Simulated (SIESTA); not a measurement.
## Convergence study of the k-point mesh for a (001) slab of Au (cut from a parent of space group no. 225; 4 atoms in the cell)

```xyz
4
Lattice="2.8763 0.0000 0.0000 -2.8763 2.8763 0.0000 0.0000 0.0000 20.1016" Properties=species:S:1:pos:R:3 pbc="T T T"
Au     0.0000     0.0000     9.0338
Au    -1.4382     1.4382     7.0000
Au     0.0000     0.0000    13.1016
Au    -1.4382     1.4382    11.0677
```

Level of theory: GGA PBEsol, numerical atomic orbitals DZP, PseudoDojo PBEsol standard norm-conserving potentials (rewritten from UPF to PSML) (SIESTA).

Base settings: XC.functional = GGA; XC.authors = PBEsol; potentials = PseudoDojo PBEsol standard; PAO.BasisSize = DZP; PAO.EnergyShift = 0.01 Ry; MeshCutoff = 350 Ry; kgrid.MonkhorstPack = 7 7 1; OccupationFunction = FD; ElectronicTemperature = 1160.45 K; MaxSCFIterations = 150.

Only quantities that move along the ladder and can be compared are tabulated.

The starting cell has typed, rounded lattice constants, without a prior relaxation at this level. The slab is cut from that crystal, and its faces are unrelaxed. Its lattice was rescaled by up to half a per cent. Values carry the incompleteness of an atom-centred basis.

Steps (kgrid.MonkhorstPack): 3 3 1; 4 4 1; 5 5 1; 6 6 1; 7 7 1; 9 9 1; 10 10 1; 12 12 1; 14 14 1; 16 16 1; 19 19 1; 22 22 1; 26 26 1; 30 30 1; 35 35 1; 41 41 1.

### Question
What is the coarsest kgrid.MonkhorstPack that holds the free energy within 2 meV/atom of the last step, with all finer ones?

### Answer
12 12 1; the step before is off by 2.5 meV/atom.

### Question
What is the coarsest kgrid.MonkhorstPack that holds the forces within 0.005 eV/Å of the last step, with all finer ones?

### Answer
19 19 1; the step before is off by 0.010 eV/Å.

| kgrid.MonkhorstPack | free energy less the last step's (meV/atom) | largest difference of a force vector from the last step's (eV/Å) |
|---|---|---|
| 3 3 1 | -78.26 | 0.352 |
| 4 4 1 | 73.84 | 0.162 |
| 5 5 1 | 0.00 | 0.139 |
| 6 6 1 | 23.03 | 0.050 |
| 7 7 1 | -7.36 | 0.094 |
| 9 9 1 | -0.83 | 0.016 |
| 10 10 1 | 2.47 | 0.012 |
| 12 12 1 | 0.68 | 0.009 |
| 14 14 1 | 1.23 | 0.007 |
| 16 16 1 | 0.71 | 0.010 |
| 19 19 1 | -0.38 | 0.003 |
| 22 22 1 | 0.23 | 0.003 |
| 26 26 1 | 0.14 | 0.001 |
| 30 30 1 | 0.07 | 0.001 |
| 35 35 1 | -0.02 | 0.000 |
| 41 41 1 | 0.00 | 0.000 |
